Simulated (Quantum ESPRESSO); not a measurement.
Worked example: self-consistent single point of Ta2H (P-4m2, 3 atoms in the cell) in Quantum ESPRESSO.

Method: PBEsol, PseudoDojo standard norm-conserving (PBESOL) pseudopotentials (plane waves; Quantum ESPRESSO).

```yaml
crystal:
  lattice:
    - [3.37244, 0.00000, 0.00000]
    - [0.00000, 3.37244, 0.00000]
    - [0.00000, 0.00000, 3.41011]
  atoms:
    - { symbol: Ta, position: [0.50000, 0.00000, 0.74132] }
    - { symbol: Ta, position: [0.00000, 0.50000, 0.25868] }
    - { symbol: H, position: [0.00000, 0.00000, 0.00000] }
```

Reference input (self-consistent single point, DFT, PBEsol, plane waves, PseudoDojo standard norm-conserving (PBESOL) pseudopotentials): ecutwfc = 75 Ry; occupations = smearing; smearing = marzari-vanderbilt; degauss = 0.0036749 Ry; potentials = {Ta: Ta.upf, H: H.upf}; K_POINTS = automatic 8 8 8 0 0 0; conv_thr = 1e-09 Ry; mixing_beta = 0.3. This run's input differs from it in these lines:

```diff
@@ -13,3 +13,3 @@
    ntyp = 2
-   ecutwfc = 75
+   ecutwfc = 30
    occupations = 'smearing'
```

Log, with long lists cut:

```
     Self-consistent Calculation

     iteration #  1     ecut=    30.00 Ry     beta= 0.30

     Threshold (ethr) on eigenvalues was too large:
     Diagonalizing with lowered threshold

     total energy              =    -261.35971726 Ry
     estimated scf accuracy    <       0.10878213 Ry

     iteration #  2     ecut=    30.00 Ry     beta= 0.30

     total energy              =    -261.34799017 Ry
     estimated scf accuracy    <       0.03100526 Ry

     iteration #  3     ecut=    30.00 Ry     beta= 0.30

     total energy              =    -261.35480970 Ry
     estimated scf accuracy    <       0.00116279 Ry

   [... 6 blocks of this kind left out ...]

     iteration # 10     ecut=    30.00 Ry     beta= 0.30

     total energy              =    -261.35505826 Ry
     estimated scf accuracy    <          3.3E-09 Ry

     iteration # 11     ecut=    30.00 Ry     beta= 0.30
     End of self-consistent calculation

     the Fermi energy is    17.3912 ev

!    total energy              =    -261.35505826 Ry
     estimated scf accuracy    <          5.4E-11 Ry
     smearing contrib. (-TS)   =      -0.00002362 Ry
     internal energy E=F+TS    =    -261.35503464 Ry

     convergence has been achieved in  11 iterations

     Forces acting on atoms (cartesian axes, Ry/au):

     atom    1 type  1   force =     0.00000000    0.00000000   -0.00245850
     atom    2 type  1   force =     0.00000000    0.00000000    0.00245850
     atom    3 type  2   force =     0.00000000    0.00000000    0.00000000

     Total force =     0.003477     Total SCF correction =     0.000043

          total   stress  (Ry/bohr**3)                   (kbar)     P=     -344.59
  -0.00230945   0.00000000   0.00000000         -339.73        0.00        0.00
   0.00000000  -0.00230945   0.00000000            0.00     -339.73        0.00
   0.00000000   0.00000000  -0.00240861            0.00        0.00     -354.32

   JOB DONE.
```

The run converged in 11 iterations. Against the reference run the free energy goes up by 702 meV/atom, the pressure goes from -4.48 to -34.46 GPa and the largest force goes from 0.049 to 0.063 eV/Å.

The starting cell comes from a database of computed structures (which also holds hypothetical and non-ambient phases and stackings), without a prior relaxation at this level. Spin polarisation is off. At the lowered cutoff the pressure carries the error of an incomplete plane-wave basis.
